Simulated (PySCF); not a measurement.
PySCF 2.14.0, unrestricted HF/def2-svp, df: [CH2]C(=O)OCC, charge 0, multiplicity 2, 13 atoms. The geometry is a generated start, not checked to be a minimum at this level.

```yaml
task: energy
method: hf
basis: def2-svp
two_electron_scheme: density fitting
mol.max_memory: 3000 MB
mf.max_cycle: 100
mf.conv_tol: 1e-09 (default)
basis_functions: 119
```

```xyz
13

C      2.4882     0.2688    -0.4197
C      1.2637    -0.3296     0.0008
O      1.1414    -1.1007     0.9362
O      0.2272     0.0552    -0.7842
C     -1.0600    -0.4361    -0.4316
C     -1.7186     0.4475     0.6212
H      2.4977     0.9438    -1.2550
H      3.3913     0.0532     0.1178
H     -0.9616    -1.4600    -0.0552
H     -1.6344    -0.4312    -1.3605
H     -1.1792     0.3709     1.5628
H     -1.7084     1.4853     0.2919
H     -2.7473     0.1329     0.7753
```

Charge 0 and multiplicity 2 are set for this test and not shown to be the ground state.

With the defaults (mf.DIIS = CDIIS, mf.diis = true, mf.damp = 0, mf.diis_start_cycle = 1, mf.diis_space = 8, newton = off, mf.init_guess = minao, mf.level_shift = 0) it converges in 17 Fock builds. One run each on 2 threads, 1 BLAS thread, with these changes:
- mf.diis_space = 12
- mf.DIIS = EDIIS
- mf.level_shift = 0.3 Hartree
- mf.damp = 0.7, mf.diis_start_cycle = 8
- mf.damp = 0.3, mf.diis_start_cycle = 4
- mf.diis_space = 5
- mf.init_guess = mod_huckel
- newton = Hessian by the SCF's own integrals
- mf.diis = false, mf.damp = 0.7, mf.diis_start_cycle = 999

Which runs fail or end elsewhere than the default run?

No convergence: mf.DIIS = EDIIS; mf.diis = false, mf.damp = 0.7, mf.diis_start_cycle = 999 (the run ends without SCF convergence in 100 cycles). The rest reach the solution of the defaults.

| setting | Fock builds | end |
|---|---|---|
| the defaults | 17 | same solution |
| mf.diis_space = 12 | 17 | same solution |
| mf.damp = 0.3, mf.diis_start_cycle = 4 | 18 | same solution |
| mf.init_guess = mod_huckel | 18 | same solution |
| mf.diis_space = 5 | 20 | same solution |
| mf.damp = 0.7, mf.diis_start_cycle = 8 | 22 | same solution |
| mf.level_shift = 0.3 Hartree | 23 | same solution |
| newton = Hessian by the SCF's own integrals | 42 | same solution |
| mf.DIIS = EDIIS | 101 | no convergence |
| mf.diis = false, mf.damp = 0.7, mf.diis_start_cycle = 999 | 101 | no convergence |

Under newton the count holds the products with the orbital Hessian.
